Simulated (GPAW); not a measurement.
## A self-consistent single point of TiSi2 (Cmcm, 6 atoms in the cell) with GPAW

Method: PBE, GPAW PAW datasets PBE (gpaw-data 1.0.1) (plane waves; GPAW 25.7.0).

This input was run:

```python
from ase import Atoms
from ase.units import GPa
from gpaw import GPAW

atoms = Atoms(['Ti', 'Ti', 'Si', 'Si', 'Si', 'Si'],
              cell=[[1.775696, -6.799836, 0.000000],
                    [1.775696, 6.799836, 0.000000],
                    [0.000000, 0.000000, 3.586561]],
              scaled_positions=[[0.896880, 0.103120, 0.750000],
                                [0.103120, 0.896880, 0.250000],
                                [0.558250, 0.441750, 0.750000],
                                [0.441750, 0.558250, 0.250000],
                                [0.249690, 0.750310, 0.750000],
                                [0.750310, 0.249690, 0.250000]],
              pbc=True)

calc = GPAW(mode={'name': 'pw', 'ecut': 800},
            xc='PBE',
            kpts=(7, 7, 7),
            occupations={'name': 'methfessel-paxton', 'width': 0.2, 'order': 0},
            nbands=-12,
            convergence={'density': 1e-05, 'energy': 1e-05},
            symmetry={'symmorphic': False, 'tolerance': 0.0005},
            maxiter=120)

atoms.calc = calc

energy = atoms.get_potential_energy()
print('Energy (eV):', round(energy, 6))
forces = atoms.get_forces()
print('Forces (eV/Ang):')
print(forces.round(5))
stress = atoms.get_stress()
print('Stress (GPa, Voigt):', (stress / GPa).round(4))
```

Output, abridged:

```
Input parameters:
  convergence: {density: 1e-05,
                energy: 1e-05}
  kpts: [7 7 7]
  maxiter: 120
  mode: {ecut: 800,
         name: pw}
  nbands: -12
  occupations: {name: methfessel-paxton,
                order: 0,
                width: 0.2}
  symmetry: {symmorphic: False,
             tolerance: 0.0005}
  xc: PBE

species:
  Ti:
    name: Titanium
    Z: 22.0
    valence: 12
    core: 10
    charge: 0.0
    file: Ti.PBE.gz

    # Using partial waves for Ti as LCAO basis

  Si:
    name: Silicon
    Z: 14.0
    valence: 4
    core: 10
    charge: 0.0
    file: Si.PBE.gz

    # Using partial waves for Si as LCAO basis

Reference energy: -77993.405564  # eV

Spin-paired calculation

Convergence criteria:
 Maximum [total energy] change in last 3 cyles: 1e-05 eV / valence electron
 Maximum integral of absolute [dens]ity change: 1e-05 electrons / valence electron
 Maximum integral of absolute [eigenst]ate change: 4e-08 eV^2 / valence electron
 Maximum number of scf [iter]ations: 120

Symmetries present (total): 8
Symmetries with fractional translations: 4
343 k-points: 7 x 7 x 7 Monkhorst-Pack grid
64 k-points in the irreducible part of the Brillouin zone
       k-points in crystal coordinates                weights
   0:     0.00000000    0.00000000    0.00000000          1/343
   1:     0.00000000    0.00000000    0.14285714          2/343
   2:     0.00000000    0.00000000    0.28571429          2/343
   [... 7 lines left out ...]
          ...
  63:     0.42857143    0.42857143    0.42857143          4/343

Wave functions: Plane wave expansion
  Cutoff energy: 800.000 eV
  Number of coefficients (min, max): 4432, 4472
  Pulay-stress correction: 0.000000 eV/Ang^3 (de/decut=0.000000)

Occupation numbers: Methfessel-Paxton:
  width: 0.2000  # eV
  order: 0

Eigensolver

Densities:
  Coarse grid: 48*48*24 grid
  Fine grid: 96*96*48 grid
  Total Charge: 0.000000

Density mixing:
  Method: separate
  Backend: pulay
  Linear mixing parameter: 0.05
  old densities: 5
  Damping of long wavelength oscillations: 50

Hamiltonian:
  XC and Coulomb potentials evaluated on a 96*96*48 grid
  External potential:
    NoExternalPotential

XC parameters: PBE with 2 nearest neighbor stencil

Number of atoms: 6
Number of atomic orbitals: 42
Number of bands in calculation: 32
Number of valence electrons: 40
Bands to converge: occupied

Density initialized from atomic densities
  32 bands from LCAO basis set

Atomic positions and initial magnetic moments

Positions:
   0 Ti     1.775696   -5.397438    2.689921    ( 0.0000,  0.0000,  0.0000)
   1 Ti     1.775696    5.397438    0.896640    ( 0.0000,  0.0000,  0.0000)
   2 Si     1.775696   -0.792181    2.689921    ( 0.0000,  0.0000,  0.0000)
   3 Si     1.775696    0.792181    0.896640    ( 0.0000,  0.0000,  0.0000)
   4 Si     1.775696    3.404134    2.689921    ( 0.0000,  0.0000,  0.0000)
   5 Si     1.775696   -3.404134    0.896640    ( 0.0000,  0.0000,  0.0000)

Unit cell:
           periodic     x           y           z      points  spacing
  1. axis:    yes    1.775696   -6.799836    0.000000    48     0.0716
  2. axis:    yes    1.775696    6.799836    0.000000    48     0.0716
  3. axis:    yes    0.000000    0.000000    3.586561    24     0.1494

  Lengths:   7.027864   7.027864   3.586561
  Angles:   90.000000  90.000000 150.729447

Effective grid spacing dv^(1/3) = 0.1161

     iter     time        total  log10-change:
                         energy   eigst   dens
iter:   1 --:--:--   -38.372114
iter:   2 --:--:--   -38.478606   -0.61  -1.24
iter:   3 --:--:--   -38.360089   -1.53  -1.25
iter:   4 --:--:--   -38.578334   -1.44  -1.46
iter:   5 --:--:--   -38.385114   -1.35  -1.66
iter:   6 --:--:--   -38.374822   -3.30  -1.95
iter:   7 --:--:--   -38.400369   -2.34  -2.10
iter:   8 --:--:--   -38.363781   -2.56  -2.14
iter:   9 --:--:--   -38.373391   -3.27  -2.45
iter:  10 --:--:--   -38.360569   -2.65  -2.37
iter:  11 --:--:--   -38.360691   -3.77  -3.30
iter:  12 --:--:--   -38.360625c  -4.93  -3.33
iter:  13 --:--:--   -38.360567c  -5.04  -3.34
iter:  14 --:--:--   -38.360648c  -4.74  -3.38
iter:  15 --:--:--   -38.360575c  -5.81  -3.49
iter:  16 --:--:--   -38.360548c  -5.29  -3.65
iter:  17 --:--:--   -38.360570c  -5.78  -3.87
iter:  18 --:--:--   -38.360549c  -5.93  -3.83
iter:  19 --:--:--   -38.360549c  -6.96  -4.01
iter:  20 --:--:--   -38.360550c  -7.32  -4.08
iter:  21 --:--:--   -38.360549c  -7.18  -4.22
iter:  22 --:--:--   -38.360548c  -7.77c -4.27
iter:  23 --:--:--   -38.360548c  -8.27c -4.42
iter:  24 --:--:--   -38.360548c  -7.80c -4.49
iter:  25 --:--:--   -38.360548c  -8.77c -5.14c

Converged after 25 iterations.

Dipole moment: (0.000000, 0.000000, -0.000000) |e|*Ang

Energy contributions relative to reference atoms: (reference = -77993.405564)

Kinetic:        +37.779010
Potential:      -30.290038
External:        +0.000000
XC:             -45.730620
Entropy (-ST):   -0.032125
Local:           -0.102838
SIC:             +0.000000
--------------------------
Free energy:    -38.376611
Extrapolated:   -38.360548

Showing only first 2 kpts
 Kpt  Band  Eigenvalues  Occupancy
  0    18      7.83113    2.00000
  0    19     10.37000    0.00091
  0    20     10.53271    0.00001
  0    21     10.71548    0.00000

  1    18      8.54678    2.00000
  1    19      9.94066    0.77891
  1    20     10.31144    0.00370
  1    21     10.48588    0.00004

Fermi level: 9.90095

No gap
No difference between direct/indirect transitions
Energy (eV): -38.360548

Forces in eV/Ang:
  0 Ti    0.00000    0.03079    0.00000
  1 Ti    0.00000   -0.03079   -0.00000
  2 Si    0.00000   -0.14790   -0.00000
  3 Si    0.00000    0.14790    0.00000
  4 Si    0.00000    0.01147   -0.00000
  5 Si    0.00000   -0.01147    0.00000

Stress tensor:
     0.000217     0.000000     0.000000
     0.000000     0.000959    -0.000000
     0.000000    -0.000000     0.000838
Stress (GPa, Voigt): [ 0.0347  0.1536  0.1343 -0.      0.      0.    ]
```

The run converged in 25 iterations. GPAW prints stress with tension positive.

The starting cell comes from a database of computed structures (which also holds hypothetical and non-ambient phases and stackings), without a prior relaxation at this level. Its lattice was rescaled by a random factor within 2.5 % of one. Spin polarisation is off.

Cost on one core of a shared machine: roughly 4 min.
